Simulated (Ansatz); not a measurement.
## AlN in the zinc blende structure (space group F-43m, No. 216)

```
AlN
1.0
    0.00000     2.18887     2.18887
    2.18887     0.00000     2.18887
    2.18887     2.18887     0.00000
Al N
1 1
Cartesian
  0.00000   0.00000   0.00000
  1.09443   1.09443   1.09443
```

All numbers come from PBEsol, PAW, 420 eV (Ansatz, an electronic-structure program; no spin-orbit coupling). Settings: 13×13×13 k-points, 0.05 eV Fermi–Dirac smearing.

| Property | Value |
|---|---|
| Volume per atom | 10.49 Å³ |
| Density | 3.25 g/cm³ |
| Band gap | 3.19 eV, indirect, Γ → X |
| Electron mass | 0.52 mₑ along k, 0.32 mₑ across |
| Lowest conduction-band minima above the VBM | X along ⟨100⟩ 3.19 eV; Γ 4.06 eV |
| Total energy | -452.957 eV/atom (σ→0; compares only within this code and set-up) |

Masses are band curvatures over ±0.01 Å⁻¹ around the edge. Along k means along the line from Γ to the band edge. No phonon test of stability was made. This is not the structure that AlN has at room temperature and ambient pressure.
